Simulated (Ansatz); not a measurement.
Start from NbSi2 (space group P6_222, No. 180; a = 4.8105 Å, c = 6.6185 Å).

Calculations: DFT with PBE, PAW potentials and a 420 eV plane-wave cutoff in Ansatz (a program for electronic structure), no spin-orbit coupling.

Before the change:

- Density = 5.60 g/cm³
- Shortest interatomic distance = 2.575 Å
- c/a ratio = 1.376

Modification: full substitution Si → Ru; the structure is relaxed again.

Tabulated Pauling electronegativity and covalent radius: Si 1.90, 1.11 Å; Ru 2.20, 1.46 Å.

**Question.** What happens to the density?

**Answer.** The density goes up by 4.96 g/cm³ to 10.56 g/cm³.

**Question.** Estimate the effect on the shortest interatomic distance.

**Answer.** The shortest interatomic distance increases by 0.0856 Å (2.575 Å → 2.660 Å).

**Question.** What happens to the c/a ratio?

**Answer.** The c/a ratio goes up by 0.029, from 1.376 to 1.405.

Stability against distortions was not tested. As relaxed here, NbRu2 is a hypothetical phase, not in the database extracts checked. All final runs are without spin polarisation. An odd electron count without spin: NbRu2 and NbSi2.
